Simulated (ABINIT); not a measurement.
## Pressure against volume in cubic perovskite BaZrO3 (space group 221) (ABINIT, PBE)

```
CELL_PARAMETERS angstrom
      4.11550     0.00000     0.00000
      0.00000     4.11550     0.00000
      0.00000     0.00000     4.11550
ATOMIC_POSITIONS crystal
  Ba 0.00000 0.00000 0.00000
  Zr 0.50000 0.50000 0.50000
  O  0.50000 0.00000 0.50000
  O  0.00000 0.50000 0.50000
  O  0.50000 0.50000 0.00000
```

Method: PBE, norm-conserving pseudopotentials (PseudoDojo nc-sr-05 PBE standard) (plane waves; ABINIT). Settings: pseudos = [Ba.upf, Zr.upf, O.upf]; ecut = 1497 eV; occopt = 3; tsmear = 0.00036749 Ha; ngkpt = 8 8 8; nshiftk = 1; shiftk = 0 0 0; potentials = PseudoDojo nc-sr-05 PBE standard; nband = 27; kptopt = 1; nstep = 50; tolvrs = 1e-11. The cell above is the first row's. The rows scale it uniformly. In all rows fractional positions and the k mesh are held.

| V (Å^3/atom) | P (GPa) |
|---|---|
| 13.9411 | 14.01 |
| 14.2442 | 9.71 |
| 14.5472 | 5.85 |
| 14.8503 | 2.40 |
| 15.1534 | -0.70 |
| 15.4564 | -3.48 |
| 15.7595 | -5.97 |
| 16.0626 | -8.21 |
| 16.3656 | ? |

Q: Using a cubic, estimate the missing P at V = 16.3656 from the other rows, showing the fit.

A: With u = V - 15.0, the rows have u = -1.0589, -0.7558, -0.4528, -0.1497, 0.1534, 0.4564, 0.7595, 1.0626. Least squares gives P = 0.822 - 10.2226·u + 1.8633·u² - 0.2293·u³. Residuals (row less fit): 0.002, -0.002, -0.004, 0.005, 0.003, -0.003, -0.002, 0.002; standard error 0.004 (degrees of freedom: 4). The fitted pressure is zero at V0 = 15.08, where dP/dV = -9.923, so B0 = -V0·dP/dV = 150 GPa. At the withheld row, u = 1.3656, so P = 0.822 - 10.2226 × 1.3656 + 1.8633 × 1.3656² - 0.2293 × 1.3656³ = -10.247 GPa. The calculation gives -10.21 GPa, 0.037 GPa above the prediction (0.2 % of the range of P in the table). The row lies outside the fitted rows, so this is an extrapolation. From the scatter of the fitted rows alone, a prediction at this place has a standard error of 0.012 GPa, so the miss is 3.2 times that.

Carrying the step between the two nearest rows on in a straight line would have given -10.45, off by 0.24; series whose last step already gives the withheld value aren't shown. The scan was laid around a cell of about the measured size, scaled by a guess for this functional. The runs keep the symmetry of the cell, so they don't test it for distortions. Spin-orbit coupling is off. Cutoffs and mesh are single choices, not tested for convergence of this quantity. Series with a scatter that would blur these digits, or in which a gap closes, are not shown.

Terms beyond the fitted order, or numerical noise in single rows, can give a miss of this size; the table doesn't tell which.
